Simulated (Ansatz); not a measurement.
Cubic perovskite CsSnI₃ (cubic high-temperature phase) was calculated with RPBE in Ansatz (PAW).

Run with plane-wave cutoff 520 eV, 6×6×6 k mesh, Fermi–Dirac smearing 0.01 eV, scalar-relativistic PAW data made under PBE.

Cell (relaxed at this level):

```yaml
crystal:
  lattice:
    - [6.43091, 0.00000, 0.00000]
    - [0.00000, 6.43091, 0.00000]
    - [0.00000, 0.00000, 6.43091]
  atoms:
    - { symbol: Cs, position: [0.00000, 0.00000, 0.00000] }
    - { symbol: Sn, position: [0.50000, 0.50000, 0.50000] }
    - { symbol: I, position: [0.50000, 0.00000, 0.50000] }
    - { symbol: I, position: [0.00000, 0.50000, 0.50000] }
    - { symbol: I, position: [0.50000, 0.50000, 0.00000] }
```

### Question
What does this level give for the bulk modulus B0, band gap, direct gap at Γ and pressure derivative B′ of the bulk modulus?

### Answer

* **bulk modulus B0**: 12.8 GPa
* **band gap**: 0.78 eV
* **direct gap at Γ**: 4.51 eV
* **pressure derivative B′ of the bulk modulus**: 4.5

Note: the cell is over a tenth larger than the published one: the level's own overestimate first of all, though another phase or state, or a fault of the published cell, is possible; the relaxation could not lower the start's symmetry, so the cell can be a saddle point above a distorted one.

Spin–orbit coupling is not included; with these elements it can move the gap by several tenths of an eV or more.

Static lattice: no zero-point or thermal effects.

Cost on a shared machine: about 4 core-minutes (a rough figure).

Ansatz is a quantum-chemistry and plane-wave program.
